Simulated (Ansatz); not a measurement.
A constructed model of the (0001) surface of hcp Ru, a pseudomorphic layer of Pt in the host's stacking (bottom of the slab: a bare face, its two planes held)

Calculation: PBE (plane waves to 420 eV, PAW; Ansatz, a program for electronic structure).

Model: 7-atom slab, 13.2 Å thick at the start with caps and adatoms (thin: gaps and levels are the slab's own), 16x16x1 mesh, Fermi-Dirac 0.1 eV, dipole correction, 2 atoms held, the rest relaxed; held to the start's symmetry, so lower structures may exist; no spin, no spin-orbit, no U. In PBE it is, or lies within 0.01 eV a 1x1 cell of, the lowest of the 2 structures of its composition computed so far; subsurface sites and larger cells were not tried.

- work function of the top face = 5.42 eV
- energy released by relaxation = 0.14 eV
- cost = very roughly 3 core-minutes
